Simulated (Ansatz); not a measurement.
**Pressure series in ZnS**

The reference is ZnS in the wurtzite structure (space group P6_3mc, No. 186; a = 3.8451 Å, c = 6.3057 Å).

Cell and atoms are relaxed at each pressure.

Computed with Kohn–Sham DFT with the PBE functional, run in Ansatz (a quantum-chemistry and plane-wave program) with PAW and 420 eV plane waves, spin-orbit coupling left out, earlier PAW set.

Candidates:
(a) pressure −1 GPa
(b) pressure 30 GPa
(c) pressure 9 GPa
(d) pressure 1.8 GPa
(e) pressure 4.2 GPa

Before the change:

```
Property    Value
--------  -------
Band gap  2.07 eV
```

Task: Order them by band gap, lowest first.

Result: (a) pressure −1 GPa (2.01 eV), (d) pressure 1.8 GPa (2.18 eV), (e) pressure 4.2 GPa (2.31 eV), (c) pressure 9 GPa (2.53 eV), (b) pressure 30 GPa (3.10 eV)

Load acts through the strain it causes; cell and atoms are relaxed under it. Stability against distortions was not tested. Tetrahedral semiconductors of this kind turn to denser phases somewhere between about 1 and 50 GPa; those were not computed, so compressed cells here can lie past the real transition.
